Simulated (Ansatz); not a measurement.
Functionals compared on a constructed model of the (100) surface of fcc Al, a pseudomorphic layer of Zn in the host's stacking (bottom of the slab: a bare face, its two planes held), in Ansatz (plane waves, PAW). The structure was relaxed with PBE; the other rows are single points on it. Cutoff 420 eV (500 eV for r2SCAN).

Model: 7-atom slab, 11.7 Å thick at the start, 13x13x1 mesh, Fermi-Dirac 0.1 eV, dipole correction, 2 atoms held, the rest relaxed; symmetry of the start imposed; no spin, no spin-orbit, no U. It is one candidate, not shown to be the stable structure of the face. These notes are the PBE run's.

| functional | work function of the top face (eV) | rough cost of the single point |
|---|---|---|
| PBE | 4.33 | – |
| RPBE | 4.18 | roughly 12 core-seconds |
| r2SCAN | (withheld) | around 26 core-seconds (rough) |

**Question.** Complete the blanks.

**Answer.** 
- r2SCAN, work function of the top face (eV): 4.43

Ansatz is an electronic-structure program.
